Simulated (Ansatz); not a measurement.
The parent structure is Ir in the fcc (Cu type) structure (space group Fm-3m, No. 225; a = 3.831 Å; relaxed with 0.1 eV smearing).

Computed with Ansatz (an electronic-structure program) PBEsol, without spin-orbit coupling.

For the base:

```
Property    Value
--------  -------
Pressure  0.0 GPa
```

It is then changed as follows: the cell is scaled by 0.9700 in all directions, atoms relaxed at fixed cell.

Question: What happens to the energy relative to the base and pressure?

Answer: The energy rises by 155 meV/atom; the pressure goes from zero to 44.3 GPa.

The cells carry an imposed strain or load. No phonon test of stability was made. The final runs are not spin-polarised.
